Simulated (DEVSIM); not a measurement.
System: Al/HfO2/n-Si capacitor, at 300 K.

```tsv
layer (left to right)	material	thickness (nm)	Nd (cm⁻³)
1	HfO2	24.0	-
2	Si	6100	9e15
```

Metal gate on the left, work function 4.1 eV. Fixed charge at the semiconductor interface 2.6e10 cm⁻² (in units of +e); interface traps 1e12 cm⁻² eV⁻¹, uniform in energy, neutral level at 0.3 of the gap above the valence band.

Constants are typed, rounded textbook-type inputs, not results; the design itself was drawn at random and stands for no fabricated device. Values at 300 K.

```
parameter      HfO2       Si
-------------  ----  -------
gap (eV)        5.7    1.124
affinity (eV)   2.5     4.05
permittivity     22     11.7
Nc (cm⁻³)         -  2.86e19
Nv (cm⁻³)         -   3.1e19
```

DEVSIM, 1D Poisson equation in equilibrium, Boltzmann statistics, complete ionisation; no quantum confinement or tunnelling. Metal contacts follow the ideal Schottky-Mott rule: no Fermi-level pinning, no interface dipoles.

Problem. Tabulate band edges, carrier densities and field at -0.7 V on the gate.

Solution. Energies count from the Fermi level of the right contact; mesh points crowd at the junctions.

```csv
x (μm),Ec (eV),Ev (eV),n (cm⁻³),p (cm⁻³),field (V/cm)
0.000,2.300,-3.400,< 1e2,< 1e2,-15000
0.001653,2.297,-3.403,< 1e2,< 1e2,-15000
0.005425,2.292,-3.408,< 1e2,< 1e2,-15000
0.01353,2.279,-3.421,< 1e2,< 1e2,-15000
0.02138,2.267,-3.433,< 1e2,< 1e2,-15000
0.02357,2.264,-3.437,< 1e2,< 1e2,-15000
0.02490,0.710,-0.414,3.4e7,3.4e12,-36000
0.02983,0.692,-0.432,6.8e7,1.7e12,-36000
0.04030,0.655,-0.469,2.8e8,4.1e11,-34000
0.06643,0.571,-0.553,7.5e9,1.6e10,-31000
0.1317,0.401,-0.723,5.3e12,2.2e7,-22000
0.3792,0.210,-0.914,8.3e15,14000,-450
0.9126,0.208,-0.916,9.0e15,13000,≈ 0
2.244,0.208,-0.916,9.0e15,13000,≈ 0
4.861,0.208,-0.916,9.0e15,13000,≈ 0
5.619,0.208,-0.916,9.0e15,13000,≈ 0
5.922,0.208,-0.916,9.0e15,13000,≈ 0
6.044,0.208,-0.916,9.0e15,13000,≈ 0
6.101,0.208,-0.916,9.0e15,13000,≈ 0
6.116,0.208,-0.916,9.0e15,13000,≈ 0
6.121,0.208,-0.916,9.0e15,13000,≈ 0
6.124,0.208,-0.916,9.0e15,13000,≈ 0
```
